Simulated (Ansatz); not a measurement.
# Li (Fm-3m, No. 225, 1 atom in the cell; start mp-51; another form than the element's usual one)

Computed with PBEsol (plane waves, PAW; Ansatz, a program for electronic structure).

Run with plane-wave cutoff 520 eV, 22×22×22 k mesh, Fermi–Dirac smearing 0.05 eV, scalar-relativistic PAW data made under PBE.

Cell (relaxed at this level):

```cif
data_Li4
_chemical_formula_sum 'Li4'
_space_group_name_H-M_alt 'Fm-3m'
_space_group_IT_number 225
_space_group_name_Hall '-F 4 2 3'
_cell_length_a 4.32196
_cell_length_b 4.32196
_cell_length_c 4.32196
_cell_angle_alpha 90.000
_cell_angle_beta 90.000
_cell_angle_gamma 90.000
loop_
_atom_site_label
_atom_site_type_symbol
_atom_site_symmetry_multiplicity
_atom_site_Wyckoff_symbol
_atom_site_fract_x
_atom_site_fract_y
_atom_site_fract_z
_atom_site_occupancy
Li1 Li 4 a 0.00000 0.00000 0.00000 1
```
(The calculation used a cell of 1 atom; values per cell refer to that cell.)

```yaml
band_gap: none
bulk_modulus: 13.6 GPa
```

Note: the relaxation could not lower the start's symmetry, so the cell can be a saddle point above a distorted one; the bulk modulus is −V dP/dV from two relaxed cells at ±2 % in volume.

The computed numbers hold no vibrational or temperature effects.

Computing time: around 8 core-seconds (rough).

A start named mp-… is a Materials Project structure, which need not be a measured phase.
